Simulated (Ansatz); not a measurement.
## Functionals side by side, with their cost (level): Bi2Te3 (R-3m, 5 atoms in the cell)

```yaml
crystal:
  lattice:
    - [2.22873, 1.28676, 10.84813]
    - [-2.22873, 1.28676, 10.84813]
    - [0.00000, -2.57351, 10.84813]
  atoms:
    - { symbol: Bi, position: [0.60317, 0.60317, 0.60317] }
    - { symbol: Bi, position: [0.39683, 0.39683, 0.39683] }
    - { symbol: Te, position: [0.78319, 0.78319, 0.78319] }
    - { symbol: Te, position: [0.21681, 0.21681, 0.21681] }
    - { symbol: Te, position: [0.00000, 0.00000, 0.00000] }
```

Program: Ansatz (an electronic-structure program), default PAW files made with PBE; each row names its functional.

Base settings: basis.ecutwfc = 420 eV; kpoints.mp_grid.grid = 3 3 3; kpoints.mp_grid.shift = 0.5 0.5 0.5; hamiltonian.xc = hse06; hamiltonian.pseudopotentials = {kind: paw} (the program's default PAW files); scf.occupations.method = gaussian; scf.occupations.width = 0.02 eV.

Differences are taken from HSE06, a reference of convenience: it is no measurement, and no ranking of the functionals follows.

Core times come from one kind of shared machine and are given to one figure; runs under 30 s give none.

The starting cell comes from a database of computed structures (which also holds hypothetical and non-ambient phases and stackings), without a prior relaxation at this level. Its lattice was rescaled by a random factor within 2.5 % of one. Spin-orbit coupling is off. Ansatz's pressure includes its estimate of the finite-basis (Pulay) stress. Another mesh or the band path of this cell gives a smaller gap, so this value is not converged in the mesh.

| level | gap on the mesh less reference (eV) | pressure less reference (GPa) | largest difference in the force on any atom (eV/Å) | core time / reference (rough) |
|---|---|---|---|---|
| PBEsol | -0.462 | -0.65 | 0.175 | – |
| PBE0 | 0.597 | -0.06 | 0.030 | 1 |
| HSE06 | 0.000 | 0.00 | 0.000 | 1 |

PBEsol ran in under 30 s, against roughly 200 s for HSE06.

Keys are those of Ansatz 0.2.
